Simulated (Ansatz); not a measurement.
# Zr: pressure series

Take Zr in the hcp (Mg type) structure (space group P6_3/mmc, No. 194; a = 3.231 Å, c = 5.173 Å) as the base.

Cell and atoms are relaxed at each pressure.

Method: PBE (Ansatz, a program for electronic structure; PAW; 420 eV plane waves; no spin-orbit coupling).

Notes on the quantities. enthalpy: H = E + PV relative to the base's energy.

| variant | shortest interatomic distance | enthalpy |
|---|---|---|
| base | 3.189 Å | – |
| pressure −2 GPa | 3.211 Å | -0.30 eV/atom |
| pressure −1 GPa | 3.200 Å | -0.15 eV/atom |
| pressure 3 GPa | 3.159 Å | +0.43 eV/atom |
| pressure 7 GPa | 3.125 Å | +0.99 eV/atom |
| pressure 15 GPa | ? | +2.04 eV/atom |
| pressure 30 GPa | 2.952 Å | +3.87 eV/atom |
| pressure 50 GPa | 2.818 Å | +6.07 eV/atom |
| pressure 75 GPa | 2.706 Å | +8.56 eV/atom |
| pressure 100 GPa | 2.631 Å | +10.86 eV/atom |

**Question.** Complete the table.

**Answer.** 
- pressure 15 GPa, shortest interatomic distance: 3.069 Å

Load acts through the strain it causes; cell and atoms are relaxed under it. Whether these cells are dynamically stable was not tested. All final runs are without spin polarisation. Measured, Zr leaves this structure (for the ω phase) near 3 GPa (temperature not stated; as listed in C. Cazorla, D. Alfè, M. J. Gillan, Physical Review B (2008)).
